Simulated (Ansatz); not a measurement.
A relaxation of the atoms of CoAl (P4mm, 2 atoms in the cell) with Ansatz (a program for electronic structure).

Method: PBEsol, PAW files made with PBE (plane waves; Ansatz).

The change in words: one atom moved by 0.15 angstrom; relax: default → atoms; relax.f_tol: default → 0.1 eV/Å. Reference geometry:
```
CoAl
1.0
    2.85142     0.00000     0.00000
    0.00000     2.85142     0.00000
    0.00000     0.00000     2.85142
Al Co
1 1
Cartesian
  1.42571   1.42571   1.42571
  0.00000   0.00000   0.00000
```

Reference input (self-consistent single point, DFT, PBEsol, plane waves, PAW files made with PBE): basis.ecutwfc = 30.9 Ry; kpoints.mp_grid.grid = 12 12 12; hamiltonian.xc = pbesol; hamiltonian.pseudopotentials = {kind: paw} (the program's default PAW files); scf.occupations.method = gaussian; scf.occupations.width = 0.0073 Ry. This run's input differs from it in these lines:

```diff
@@ -6,3 +6,3 @@
   atoms:
-    - { symbol: Al, position: [0.500000, 0.500000, 0.500000] }
+    - { symbol: Al, position: [0.500000, 0.500000, 0.552605] }
     - { symbol: Co, position: [0.000000, 0.000000, 0.000000] }
@@ -17,2 +17,4 @@
   occupations: { method: gaussian, width: 0.0073 Ry }
+relax:
+  f_tol: 0.1
 output:
```

Output (repeated stretches shortened):

```
   [... SCF lines of the steps left out ...]
relax step   1: F+E_penalty+E_count = -5618.68934294 eV  Δ(F+E_penalty+E_count) = +0.000e0 eV  max|allowed force component| = 1.054e0 eV/Å  Δτ_max = 0.0000 Å  (6 SCF iters, dr2 threshold 1.00e-4 eV, accepted)
relax step   2: F+E_penalty+E_count = -5618.73244742 eV  Δ(F+E_penalty+E_count) = -4.310e-2 eV  max|allowed force component| = 7.105e-1 eV/Å  Δτ_max = 0.0244 Å  (6 SCF iters, dr2 threshold 6.94e-5 eV, accepted)
relax step   3: F+E_penalty+E_count = -5618.76837552 eV  Δ(F+E_penalty+E_count) = -3.593e-2 eV  max|allowed force component| = 3.404e-3 eV/Å  Δτ_max = 0.0503 Å  (6 SCF iters, dr2 threshold 3.16e-5 eV, accepted)
relax step   4: F+E_penalty+E_count = -5618.76837552 eV  Δ(F+E_penalty+E_count) = -1.218e-9 eV  max|allowed force component| = 3.418e-3 eV/Å  Δτ_max = 0.0000 Å  (6 SCF iters, accepted)
the relaxation is at rest under the 8 symmetry operations that the run kept from its start: a minimum is not shown …
Stability not checked: this state was not tested for a lower state beside it, because too few of the mixer's solves of this state at the end of the SCF gave a …
Free energy (F): -5618.768376 eV
Internal energy: -5618.763963 eV  (E = F + TS)
E sigma→0 (E₀):  -5618.766169 eV
Entropy (-TS):   -0.004413 eV (-2.206 meV/atom)
Fermi energy:    14.320291 eV
--- Forces (eV/Å), atoms counted from 1 ---
  atom   1  Al     0.00000000     0.00000000    -0.00341829
   [... lines left out ...]
  The stress holds the Pulay correction. Without it, at fixed plane waves, as pw.x and ABINIT print it: P = -5.6105 GPa
--- Relaxed structure (4 steps of the walk, 4 accepted, 0 SCFs on fresh bases) ---
  F+E_penalty+E_count = -5618.76837552 eV   max|allowed force component| = 3.418e-3 eV/Å
  atoms:
    - { symbol: Al, position: [0.5, 0.5, 0.5263878185283448] }
    - { symbol: Co, position: [-1.6885709088692966e-35, 0.0, 0.026217181471655228] }
```

The run converged.  The full log also holds: “iter 4 did not close the SCF: its close was put off for the readings that it lacked (scf_convergence_deferred on its scf_iter line)”. The full log also holds: “iter 5 did not close the SCF: its close was put off for the readings that it lacked (scf_convergence_deferred on its scf_iter line)”.

Summary of the result:
```
Property                                                 Value
-----------------------------------------------  -------------
Free energy E − TS (on the zero of these files)  -5618.7684 eV
Fermi level (on the code's own zero)                  14.32 eV
Pressure                                             -5.54 GPa
Largest force (vector length)                       0.003 eV/Å
Relaxation steps                                             4
```

The starting cell has typed, rounded lattice constants, without a prior relaxation at this level. Its lattice was rescaled by up to half a per cent. For this run, on top of that: one atom moved by 0.15 angstrom. Spin polarisation is off. The relaxation keeps the symmetry of its start, so its end need not be a minimum. Ansatz's pressure includes its estimate of the finite-basis (Pulay) stress.

Keys are those of Ansatz 0.2.
